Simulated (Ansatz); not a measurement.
For L1₂ (Cu3Au-type) Al₃Sc, r²SCANh (PAW; Ansatz, a quantum-chemistry and plane-wave program) gives:

- lattice parameter a: 4.083 Å
- bulk modulus: 95.8 GPa

**Question.** What does Hartree–Fock (Ansatz, PAW) give for the same quantities?

**Answer.** 
- lattice constant a: 4.186 Å (rises by 2.5 %)
- bulk modulus: 85.9 GPa (falls by 10 %)

For comparison: lattice constant a 4.103 Å (measured, room temperature, no zero-point or thermal correction; as tabulated in A Combined Experimental and First-Principles Based Assessment of …); bulk modulus 91.5 ± 1 GPa (measured, 298 K, not corrected to a static lattice, polycrystal; as tabulated in A Combined Experimental and First-Principles Based Assessment of …).

Changes are worked out from the printed values.

Unless a cell is named, each level is at its own relaxed cell (r²SCANh 17.01, Hartree–Fock 18.33 Å³/atom).

The crystal itself was run without spin with r²SCANh, Hartree–Fock; a magnetic state was not tried in these runs.

Ansatz's density-functional and Hartree–Fock values are scalar-relativistic unless marked +SOC, with PAW data made under PBE.
